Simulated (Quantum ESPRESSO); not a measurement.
Input and output of a self-consistent single point for CdTe (F-43m, 2 atoms in the cell) (Quantum ESPRESSO).

Level of theory: PBE, spin-orbit coupling, PseudoDojo fully relativistic norm-conserving (PBE) pseudopotentials (plane waves; Quantum ESPRESSO).

```xyz
2
Lattice="-3.2400 0.0000 3.2400 0.0000 3.2400 3.2400 -3.2400 3.2400 0.0000" Properties=species:S:1:pos:R:3 pbc="T T T"
Cd     0.0000     0.0000     0.0000
Te    -1.6200     1.6200     1.6200
```

Reference input (self-consistent single point, DFT, PBE, plane waves, GBRV 1.5 ultrasoft (PBE) pseudopotentials): ecutwfc = 40 Ry; ecutrho = 200 Ry; occupations = smearing; smearing = fermi-dirac; degauss = 0.0036749 Ry; potentials = {Cd: cd_pbe_v1.uspp.F.UPF, Te: te_pbe_v1.uspp.F.UPF}; K_POINTS = automatic 5 5 5 0 0 0; conv_thr = 1e-10 Ry; mixing_beta = 0.5. This run's input differs from it in these lines:

```diff
@@ -14,4 +14,3 @@
    ntyp = 2
-   ecutwfc = 40
-   ecutrho = 200
+   ecutwfc = 105
    occupations = 'smearing'
@@ -19,2 +18,4 @@
    degauss = 0.0036749
+   noncolin = .true.
+   lspinorb = .true.
 /
@@ -25,4 +26,4 @@
 ATOMIC_SPECIES
-Cd   112.4140  cd_pbe_v1.uspp.F.UPF
-Te   127.6000  te_pbe_v1.uspp.F.UPF
+Cd   112.4140  Cd.upf
+Te   127.6000  Te.upf
 ATOMIC_POSITIONS crystal
```

Output (repeated stretches shortened):

```
     Self-consistent Calculation

     iteration #  1     ecut=   105.00 Ry     beta= 0.50

---- Real-time Memory Report at c_bands before calling an iterative solver
           230 MiB given to the printing process from OS
           226 MiB allocation reported by mallinfo(arena+hblkhd)
------------------

     Threshold (ethr) on eigenvalues was too large:
     Diagonalizing with lowered threshold

---- Real-time Memory Report at c_bands before calling an iterative solver
           281 MiB given to the printing process from OS
           241 MiB allocation reported by mallinfo(arena+hblkhd)
------------------

   [... lines left out ...]

---- Real-time Memory Report at c_bands before calling an iterative solver
           374 MiB given to the printing process from OS
           365 MiB allocation reported by mallinfo(arena+hblkhd)
------------------

     total energy              =    -560.14019275 Ry
     estimated scf accuracy    <          1.4E-10 Ry

     iteration # 10     ecut=   105.00 Ry     beta= 0.50

---- Real-time Memory Report at c_bands before calling an iterative solver
           382 MiB given to the printing process from OS
           373 MiB allocation reported by mallinfo(arena+hblkhd)
------------------
     End of self-consistent calculation

     the Fermi energy is     8.2076 ev

!    total energy              =    -560.14019275 Ry
     estimated scf accuracy    <          5.0E-13 Ry
     smearing contrib. (-TS)   =      -0.00000701 Ry
     internal energy E=F+TS    =    -560.14018575 Ry

     convergence has been achieved in  10 iterations

     Forces acting on atoms (cartesian axes, Ry/au):

     atom    1 type  1   force =     0.00000000    0.00000000    0.00000000
     atom    2 type  2   force =     0.00000000    0.00000000    0.00000000

     Total force =     0.000000     Total SCF correction =     0.000000

          total   stress  (Ry/bohr**3)                   (kbar)     P=       27.06
   0.00018395   0.00000000   0.00000000           27.06        0.00        0.00
   0.00000000   0.00018395   0.00000000            0.00       27.06        0.00
   0.00000000  -0.00000000   0.00018395            0.00       -0.00       27.06

   JOB DONE.
```

The run converged in 10 iterations. Against the reference run the pressure moves little (2.76 to 2.71 GPa) and the gap on the mesh goes from 0.760 to 0.495 eV.

The starting cell has typed, rounded lattice constants, without a prior relaxation at this level.

Cost on one core of a shared machine: roughly 3 min.
